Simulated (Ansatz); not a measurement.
The reference is Li2S in the anti-fluorite structure (space group Fm-3m, No. 225; a = 5.6549 Å).

Level of theory: PBEsol (Ansatz, a quantum-chemistry and plane-wave program, PAW, without spin-orbit coupling).

One change was made to it. Results:

The volume per atom drops by 0.24 Å³ to 14.83 Å³; the mean gap deformation potential ΔEg/Δln V comes out as +0.8 eV.

Name the change that was made.
(A) pressure 5 GPa
(B) pressure 0.7 GPa
(C) pressure −2 GPa

B, pressure 0.7 GPa. For comparison, the volume per atom in the other runs: pressure −2 GPa gives 15.88 Å³; pressure 5 GPa gives 13.66 Å³.

Load acts through the strain it causes; cell and atoms are relaxed under it. Whether these cells are dynamically stable was not tested. No other phases were tried under pressure.
